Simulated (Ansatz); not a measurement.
The starting structures come from a database of crystals and need not be the phases stable at ambient conditions.

 Where the default PAW files enter, the runs use the earlier of Ansatz's two default sets.

Input:

```
CELL_PARAMETERS angstrom
      5.43397     0.00000     0.00000
      0.00000     6.13303     0.00000
      0.00000     0.00000     4.70150
ATOMIC_POSITIONS crystal
  Be 0.50000 0.20332 0.18363
  Be 0.50000 0.79668 0.18363
  Be 0.00000 0.29668 0.81637
  Be 0.00000 0.70332 0.81637
  B  0.00000 0.50000 0.47856
  B  0.50000 0.00000 0.52144
  B  0.25167 0.50000 0.99177
  B  0.74833 0.50000 0.99177
  B  0.75167 0.00000 0.00823
  B  0.24833 0.00000 0.00823
  B  0.00000 0.00000 0.49928
  B  0.50000 0.50000 0.50072
  C  0.74318 0.00000 0.33983
  C  0.25682 0.00000 0.33983
  C  0.24318 0.50000 0.66017
  C  0.75682 0.50000 0.66017
  C  0.50000 0.50000 0.16600
  C  0.00000 0.00000 0.83400
  C  0.50000 0.00000 0.85533
  C  0.00000 0.50000 0.14467
```

Space group of this cell: Pmmn. The cell is taken as given; by r2SCAN its mean pressure is -2.3 GPa.

Transport runs along the normal of the first two printed cell vectors.

The gap is the functional's own. No spin-orbit coupling. Mid-gap values are interpolated on the energy grid.

Task: Compute, with r2SCAN (Ansatz, a first-principles code), the band gap and the smallest decay constant κ at mid-gap.

Result: Gap 0.49 eV on a 6×6×6 mesh; κ = 0.097 1/Å, at (0.333, 0.000) of the in-plane reciprocal vectors. At the zone centre, at the nearest computed energy, the slowest state has κ = 0.14 1/Å.
